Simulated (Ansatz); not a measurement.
**Nb under a change: biaxial strain +1.50 %, plane normal [001], relaxed out of plane**

Base system: Nb in the bcc (W type) structure (space group Im-3m, No. 229; a = 3.248 Å; relaxed with 0.1 eV smearing). Axes: x, y, z lie along the cube axes.

Perturbation: tensile biaxial strain of 1.50 % in the plane normal to [001], as in epitaxy on a mismatched substrate; the out-of-plane cell vector and the atoms relax.

Computed with DFT with LDA, PAW potentials and a 420 eV plane-wave cutoff in Ansatz (a quantum-chemistry and plane-wave program), no spin-orbit coupling. k-mesh 28×28×28 (Γ-centred); smearing 0.1 eV (Fermi–Dirac).

Space group: I4/mmm (No. 139) (base Im-3m (No. 229))
Shortest interatomic distance: 2.826 Å (base 2.813 Å)
Energy relative to the base (free energy F): +5.9 meV/atom
Pressure (mean of the normal stresses, compression positive): -2.4 GPa (base 0.0 GPa)
Band gap: zero (base zero)
Out-of-plane strain: -1.66 %
Ratio −ε⊥/ε∥: 1.11

Final structure (turned so that z lies along the plane normal):

```yaml
crystal:
  lattice:
    - [3.29715, 0.00000, 0.00000]
    - [0.00000, 3.29715, 0.00000]
    - [1.64857, -1.64857, 1.59729]
  atoms:
    - { symbol: Nb, position: [0.00000, 0.00000, 0.00000] }
```

No phonon test of stability was made. The final runs are not spin-polarised.
